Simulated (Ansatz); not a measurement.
A self-consistent single point of Ti₂Pd (Fd-3m, 6 atoms in the cell) with Ansatz (a quantum-chemistry and plane-wave program).

Method: PBE (plane waves, PAW; Ansatz).

```
Ti2Pd
1.0
    0.00000     3.83022     3.83022
    3.83022     0.00000     3.83022
    3.83022     3.83022     0.00000
Ti Pd
4 2
Cartesian
  0.95756   0.95756   0.95756
  0.95756   2.87267   2.87267
  2.87267   0.95756   2.87267
  2.87267   2.87267   0.95756
  5.74533   5.74533   5.74533
  3.83022   3.83022   3.83022
```

Reference input (self-consistent single point, DFT, PBE, plane waves, default PAW files): basis.ecutwfc = 420 eV; kpoints.mp_grid.grid = 10 10 10; hamiltonian.xc = pbe; hamiltonian.pseudopotentials = {kind: paw} (the program's default PAW files); scf.occupations.method = cold; scf.occupations.width = 0.2 eV. This run's input differs from it in these lines:

Ansatz 0.2 input:
```diff
@@ -13,3 +13,3 @@
 basis:
-  ecutwfc: 420.0
+  ecutwfc: 210.0
 kpoints:
```

Output (repeated stretches shortened):

```
SCF iter   1: F=—  HF=-23914.625654 eV  |F-HF|=—  |Δ(HF+E_count)|=         —  Δρ=9.62e-2  dr2=5.91e0  ethr=1.77e-3  ⟨swp⟩=4.0  Hψ=6963  notcnv=0
all-band conjugate gradients solve this SCF's bands
preconditioner: auto → Kerker (q_TF=auto, 2.599 Å⁻¹)
SCF iter   2: F=—  HF=-23911.968080 eV  |F-HF|=—  |Δ(HF+E_count)|=    2.66e0  S|Δr|=    0.00e0  Δρ=3.44e-2  dr2=5.99e-1  ethr=1.77e-3  ⟨swp⟩=2.0  Hψ=5084  notcnv=0  defer=87
   [... lines left out ...]
SCF iter   6: F=—  HF=-23911.758462 eV  |F-HF|=—  |Δ(HF+E_count)|=   2.65e-5  S|Δr|=    0.00e0  Δρ=6.20e-5  dr2=9.04e-6  ethr=4.03e-7  ⟨swp⟩=2.0  Hψ=2737  notcnv=0  defer=82
SCF iter   7: F=—  HF=-23911.758566 eV  |F-HF|=—  |Δ(HF+E_count)|=   1.03e-4  S|Δr|=    0.00e0  Δρ=1.17e-5  dr2=1.23e-7  ethr=1.08e-8  ⟨swp⟩=2.0  Hψ=3186  notcnv=0  defer=82
SCF iter   8: F=-23911.758566 eV  HF=-23911.758566 eV  |F-HF|=6.56e-9  |Δ(HF+E_count)|=   3.33e-9  S|Δr|=    0.00e0  Δρ=2.74e-6  dr2=1.39e-8  ethr=1.19e-10  ⟨swp⟩=8.2  Hψ=8167  notcnv=0
SCF 1 converged in 8 iterations: F = -23911.758566 eV  dr2 = 1.39e-8
Stability not checked (fill_not_monotonic)
Free energy (F): -23911.758566 eV
Internal energy: -23911.764507 eV  (E = F + TS)
E sigma→0 (E₀):  -23911.760546 eV
Entropy (-TS):   0.005941 eV (0.990 meV/atom)
Fermi energy:    12.845449 eV
--- Forces (eV/Å), atoms counted from 1 ---
  atom   1  Ti     0.00000000     0.00000000     0.00000000
   [... zero for the other atoms too ...]
--- Stress (GPa, compression-positive) ---
      -13.114541       0.000000      -0.000000
        0.000000     -13.114541       0.000000
        0.000000       0.000000     -13.114541
  P = ⅓ Tr σ = -13.1145 GPa (-131.145 kbar)
  The stress holds the Pulay correction. Without it, at fixed plane waves, as pw.x and ABINIT print it: P = -230.1429 GPa
```

The run converged in 8 iterations. Against the reference run the free energy rises by 5.36 eV/atom and the pressure goes from -13.29 to -13.11 GPa.

The starting cell was generated: these elements placed on a structure prototype, without a prior relaxation; it need not be a known phase or ordering of this composition. Its lattice was rescaled by a random factor within 2.5 % of one. Spin polarisation is off. Ansatz's pressure includes its estimate of the finite-basis (Pulay) stress. Without the estimate this run gives -230.14 GPa. The cutoff lies below the one recommended for these files.
